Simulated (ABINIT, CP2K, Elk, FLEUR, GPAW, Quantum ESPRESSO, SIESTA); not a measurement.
**One structure in several programs: NiAl (Pm-3m, 2 atoms in the cell)**

Self-consistent single point, at a second geometry (lattice scaled by 0.98). First geometry:

```
NiAl
1.0
    2.89000     0.00000     0.00000
    0.00000     2.89000     0.00000
    0.00000     0.00000     2.89000
Al Ni
1 1
Cartesian
  1.44500   1.44500   1.44500
  0.00000   0.00000   0.00000
```

Shared settings, as Quantum ESPRESSO writes them: occupations = smearing; smearing = fd; degauss = 0.0073499 Ry; K_POINTS = automatic 9 9 9 0 0 0. Potentials and cutoffs stand in the table.

```json
[
 {"code": "Elk", "model": "PBE, all-electron FP-LAPW, Elk's shipped species files, APW+lo basis with extra local orbitals", "ΔF from the first geometry (meV/atom)": "27.9", "pressure (GPa)": "–", "cutoff": "rgkmax 7.5"},
 {"code": "SIESTA", "model": "GGA PBE, numerical atomic orbitals TZP, PseudoDojo PBE standard norm-conserving potentials (rewritten from UPF to PSML)", "ΔF from the first geometry (meV/atom)": "19.3", "pressure (GPa)": "10.49", "cutoff": "grid 350 Ry"},
 {"code": "GPAW", "model": "PBE, GPAW PAW datasets PBE (gpaw-data 1.0.1)", "ΔF from the first geometry (meV/atom)": "30.3", "pressure (GPa)": "12.94", "cutoff": "800 eV"},
 {"code": "Quantum ESPRESSO", "model": "PBE, SSSP 1.1.2 efficiency (PBE) pseudopotentials", "ΔF from the first geometry (meV/atom)": "27.0", "pressure (GPa)": "11.94", "cutoff": "50 Ry"},
 {"code": "ABINIT", "model": "PBE, PAW (JTH v2.0 PBE PAW)", "ΔF from the first geometry (meV/atom)": "27.5", "pressure (GPa)": "5.45", "cutoff": "60 Ry"},
 {"code": "FLEUR", "model": "PBE, all-electron FLAPW (FLEUR), scalar-relativistic valence", "ΔF from the first geometry (meV/atom)": "29.9", "pressure (GPa)": "–", "cutoff": "Kmax 4.6 1/bohr"},
 {"code": "CP2K", "model": "PBE, GPW, DZVP-MOLOPT-SR-GTH basis, GTH-PBE potentials (GTH_POTENTIALS)", "ΔF from the first geometry (meV/atom)": "26.1", "pressure (GPa)": "11.68", "cutoff": "grid 600 Ry"}
]
```

For ABINIT (by 6.5 GPa) the energy change implies a higher mean pressure, against the two pressures, than for the other programs: a sign of finite-basis (Pulay) stress.

A dash marks a value that a program does not give, or that is left out as unsure.

On Elk's run: spin polarisation is off.

The spread over the programs that give each value: ΔF from the first geometry within 11.0 meV/atom; pressure within 7.49 GPa.

SIESTA and CP2K use small atom-centred bases, whose incompleteness enters pressures, forces and empty levels differently from a plane-wave cutoff. Elk and FLEUR treat all electrons, but the usual bases taken here (sphere radii, linearisation, local orbitals, empty states) were not tested for convergence, so the values are no reference for the others.

The starting cell has typed, rounded lattice constants, without a prior relaxation at this level. For this run, on top of that: lattice scaled by 0.98.
